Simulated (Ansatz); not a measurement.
The starting structures come from a database of crystals and need not be the phases stable at ambient conditions.

 Where the default PAW files enter, the runs use the earlier of Ansatz's two default sets.

**Evanescent states of CuI (P-3m1, not sure to be the ambient phase, 4 atoms a cell, 25.5 Å³ an atom) along the normal of (001)**

Calculation: r2SCAN (plane waves, PAW; Ansatz, a first-principles code).

The gap is the functional's own, uncorrected, and κ follows it; spin-orbit coupling is left out. Mid-gap values are interpolated between the computed energies.

Energies count from the valence-band top; κ is the least over a 12×12 mesh across the current.

| E (eV) | κ (1/Å) | where |
|---|---|---|
| 0.06 | 0.145 | off Γ |
| 0.17 | 0.157 | Γ |
| 0.28 | 0.165 | Γ |
| 0.39 | 0.171 | Γ |
| 0.49 | 0.175 | Γ |
| 0.60 | 0.177 | Γ |
| 0.71 | 0.177 | Γ |
| 0.82 | 0.177 | Γ |
| 0.94 | 0.175 | Γ |
| 1.04 | 0.172 | Γ |
| 1.16 | 0.168 | Γ |
| 1.26 | 0.162 | Γ |
| 1.38 | 0.155 | Γ |
| 1.49 | 0.147 | Γ |
| 1.59 | 0.136 | Γ |
| 1.71 | 0.123 | Γ |
| 1.81 | 0.107 | Γ |
| 1.93 | 0.086 | Γ |
| 2.04 | 0.054 | Γ |

Q: How thick must the barrier be to attenuate the transmission by 10^4 when the electrodes' Fermi level lies at 0.28 eV, and what attenuation does that film give at 1.81 eV?

A: d = 4 ln 10 / (2 × 0.165) = 27.9 Å. At 1.81 eV it gives 4 × 0.107/0.165 = 2.6 decades.
